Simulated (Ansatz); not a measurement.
## InSb (model structure, started from the BN type, Pm-3n, No. 223, 12 atoms in the cell)

Computed with r²SCAN+rVV10 (Ansatz, a program for electronic structure, plane waves, PAW).

Numerical settings: plane-wave cutoff 560 eV, 6×6×6 k mesh, Fermi–Dirac smearing 0.01 eV, scalar-relativistic PAW data made under PBE.

Cell (relaxed at this level):

```
CELL_PARAMETERS angstrom
      8.04972     0.00000     0.00000
      0.00000     8.04972     0.00000
      0.00000     0.00000     8.04972
ATOMIC_POSITIONS crystal
  In 0.25000 0.00000 0.50000
  In 0.50000 0.25000 0.00000
  In 0.50000 0.75000 0.00000
  In 0.75000 0.00000 0.50000
  In 0.00000 0.50000 0.75000
  In 0.00000 0.50000 0.25000
  Sb 0.25000 0.50000 0.00000
  Sb 0.00000 0.25000 0.50000
  Sb 0.00000 0.75000 0.50000
  Sb 0.75000 0.50000 0.00000
  Sb 0.50000 0.00000 0.75000
  Sb 0.50000 0.00000 0.25000
```

```json
{
 "band_gap": "0.01 eV (under three smearing widths, so not firm)"
}
```

Note: the relaxation could raise the start's symmetry but not lower it, so the cell can be a saddle point.

Spin–orbit coupling is not included; it can close the smallest gap of 0.01 eV.

It cost very roughly 19 core-minutes of CPU time.

A model structure was made by putting elements into a prototype or built by hand; it is no filed structure, need not be a known phase, and can be a saddle point held by its symmetry.
